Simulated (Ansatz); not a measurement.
**Response to strain in HfO2**

Take HfO2 (space group P2_1/c, No. 14) as the base.

```xyz
12
Lattice="5.1612 0.0000 0.0000 0.0000 5.2118 0.0000 -0.8981 0.0000 5.2764" Properties=species:S:1:pos:R:3 pbc="T T T"
Hf     1.2360     0.2235     1.0994
Hf     3.4761     2.8294     1.5388
Hf     3.0271     4.9883     4.1770
Hf     0.7870     2.3824     3.7376
O      0.0336     1.7129     1.8385
O      4.6785     4.3188     0.7997
O      4.2295     3.4990     3.4379
O     -0.4154     0.8931     4.4767
O      1.8902     3.9464     2.5149
O      2.8220     1.3405     0.1233
O      2.3729     1.2654     2.7615
O      1.4411     3.8713     5.1531
```

Cartesian axes are those of the cell as printed.

Strains are applied to the cell and any free atomic positions relax; under biaxial strain the out-of-plane vector relaxes too.

The values are results of PBE (Ansatz, a first-principles code, PAW, no spin-orbit coupling), not measurements.

Candidates:
(a) isotropic strain −2.89 %
(b) uniaxial strain ε_yy = +2.53 %
(c) biaxial strain −0.47 %, plane normal [001], relaxed out of plane

Before the change:

```
Quantity    Value
--------  -------
Band gap  4.04 eV
```

**Question.** Order them by band gap, lowest first.

**Answer.** (b) uniaxial strain ε_yy = +2.53 % (4.02 eV), (c) biaxial strain −0.47 %, plane normal [001], relaxed out of plane (4.07 eV), (a) isotropic strain −2.89 % (4.27 eV)

With Hf present, leaving out spin-orbit coupling can change the band edges. Whether these cells are dynamically stable was not tested.
